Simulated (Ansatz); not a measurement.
Smallest direct gap on the k points sampled of Sn₂TiO₄ (P4₂/mbc, No. 135; structure not from a measured cell) at several levels of theory

No measured value is used here.

```tsv
level (code)	value (eV)
LDA (Ansatz)	1.11
PBEsol (Ansatz)	1.12
r²SCAN (Ansatz)	[?]
```

Task: What belongs in the gaps?

Result: 
- r²SCAN (Ansatz, a first-principles code), value (eV): 1.31

Computed values are for a static lattice. Spin–orbit coupling is included only where a level's name says +SOC; with heavier elements it mostly lowers gaps and can invert bands.  Values are at the PBEsol cell. Cutoffs differ between the levels. Ansatz's density-functional and Hartree–Fock values are scalar-relativistic unless marked +SOC, with PAW data made under PBE.
